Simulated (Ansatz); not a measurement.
The starting structures come from a database of crystals and need not be the phases stable at ambient conditions.

Tunnelling through a barrier is set by its complex band structure: the current falls as exp(−2κd) with the smallest κ.

Here is the system:

```
Li4WO5
1.0
    4.10566     0.00000     0.00000
   -2.05283     4.62412     0.00000
    2.05283     0.00000     4.62412
Li W O
4 1 5
Direct
  0.81701   0.21498   0.58318
  0.40019   0.58318   0.78502
  0.18521   0.78502   0.41682
  0.60203   0.41682   0.21498
  0.03990   0.00000   0.00000
  0.26520   0.18610   0.63668
  0.90188   0.63668   0.81390
  0.71578   0.81390   0.36332
  0.07910   0.36332   0.18610
  0.49111   0.00000   0.00000
```

Space group of this cell: I4. The cell is taken as given; by r2SCAN its mean pressure is -1.1 GPa.

Transport runs along the normal of the first two printed cell vectors, the (110) plane of the conventional cell.

The gap is the functional's own, uncorrected, and κ follows it; spin-orbit coupling is left out. Mid-gap values are interpolated between the computed energies.

**Question.** Predict the band gap and the smallest decay constant κ at mid-gap from r2SCAN run with Ansatz (a first-principles code).

**Answer.** Gap 3.57 eV on a 10×10×10 mesh; κ = 0.472 1/Å, at the zone centre.
